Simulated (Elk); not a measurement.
Worked example: self-consistent single point of Ge3F (Fm-3m, 4 atoms in the cell) in Elk.

Level of theory: PBEsol, all-electron FP-LAPW, Elk's shipped species files, APW+lo basis with extra local orbitals in Elk.

```
CELL_PARAMETERS angstrom
      0.00000     3.19559     3.19559
      3.19559     0.00000     3.19559
      3.19559     3.19559     0.00000
ATOMIC_POSITIONS crystal
  Ge 0.75000 0.75000 0.75000
  Ge 0.25000 0.25000 0.25000
  Ge 0.50000 0.50000 0.50000
  F  0.00000 0.00000 0.00000
```

Reference input (self-consistent single point, DFT, PBEsol, all-electron FP-LAPW, Elk's shipped species files, APW+lo basis with extra local orbitals): xctype = 22; rgkmax = 7.5; stype = 3; swidth = 0.00183747 Ha; ngridk = 4 4 4; vkloff = 0.5 0.5 0.5; tforce = true; gmaxvr = 18 1/bohr; lmaxapw = 10; lmaxo = 8; nxlo = 2; lorbcnd = true. This run's input differs from it in these lines:

```diff
@@ -42,2 +42,8 @@
 
+epspot
+  3.7e-14
+
+epsengy
+  3.7e-12
+
 avec
```

Log, with long lists cut:

```
│ Self-consistent loop started │
│ Loop number : 1 │
 total energy                :     -6400.25643486
│ Loop number : 2 │
 total energy                :     -6400.23626944
RMS change in Kohn-Sham potential (target) :   0.4434990917     (  0.3700000000E-13)
Absolute change in total energy (target)   :   0.2016542475E-01 (  0.3700000000E-11)
│ Loop number : 3 │
 total energy                :     -6400.03366619
RMS change in Kohn-Sham potential (target) :   0.4324300493     (  0.3700000000E-13)
Absolute change in total energy (target)   :   0.2076446017     (  0.3700000000E-11)
│ Loop number : 4 │
   [... lines left out ...]
Absolute change in total energy (target)   :   0.1354601409E-07 (  0.3700000000E-11)
│ Loop number : 198 │
 total energy                :     -6392.33662079
RMS change in Kohn-Sham potential (target) :   0.2006841543E-08 (  0.3700000000E-13)
Absolute change in total energy (target)   :   0.1822445483E-07 (  0.3700000000E-11)
│ Loop number : 199 │
 total energy                :     -6392.33662082
RMS change in Kohn-Sham potential (target) :   0.2023506189E-08 (  0.3700000000E-13)
Absolute change in total energy (target)   :   0.2254728315E-07 (  0.3700000000E-11)
│ Loop number : 200 │
Reached self-consistent loops maximum

Energies :
 Fermi                       :     0.223887400072
 total energy                :     -6392.33662079

Density of states at Fermi energy :    58.45298430
 (states/Hartree/unit cell)

Estimated indirect band gap :   0.1084222494E-01
 from k-point      7 to k-point      2
Estimated direct band gap   :   0.1310297437E-01
 at k-point      2

   [... lines left out ...]
  atom :    2
   Hellmann-Feynman          :     0.00000000   -0.00000000    0.00000000
   IBS                       :    -0.00000000    0.00000000   -0.00000000
   total force               :     0.00000000    0.00000000   -0.00000000
   total magnitude           :     0.00000000
  atom :    3
   Hellmann-Feynman          :    -0.00000000    0.00000000    0.00000000
   IBS                       :     0.00000000   -0.00000000   -0.00000000
   total force               :    -0.00000000   -0.00000000   -0.00000000
   total magnitude           :     0.00000000
 species :    2 (F)
  atom :    1
   Hellmann-Feynman          :    -0.00000000    0.00000000   -0.00000000
   IBS                       :     0.00000000   -0.00000000    0.00000000
   total force               :    -0.00000000   -0.00000000   -0.00000000
   total magnitude           :     0.00000000
```

The run ended unconverged after 200 iterations. 

The starting cell comes from a database of computed structures (which also holds hypothetical and non-ambient phases and stackings), without a prior relaxation at this level. Values depend on the basis (sphere radii, cutoffs, local orbitals), which need not be converged.

Cost on one core of a shared machine: roughly 10 min.
